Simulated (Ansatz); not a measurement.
# Pb under a change: pressure −2 GPa

The parent structure is Pb in the fcc (Cu type) structure (space group Fm-3m, No. 225; a = 5.034 Å).

Modification: a negative pressure, −2 GPa.

All numbers come from Kohn–Sham DFT with the PBE functional, run in Ansatz (a program for electronic structure) with PAW and 420 eV plane waves, no spin-orbit coupling. Settings: 16×16×16 k-points, 0.05 eV Fermi–Dirac smearing.

| quantity | base | changed | shift |
|---|---|---|---|
| volume per atom | 31.89 Å³ | 33.78 Å³ | +1.89 Å³ |
| lattice parameter a | 5.034 Å | 5.132 Å | +0.098 Å |
| shortest interatomic distance | 3.560 Å | 3.629 Å | +0.069 Å |
| enthalpy H = E + PV relative to the base's energy | – | -0.41 eV/atom | – |
| band gap | zero | zero | – |

Load acts through the strain it causes; cell and atoms are relaxed under it. Stability against distortions was not tested.
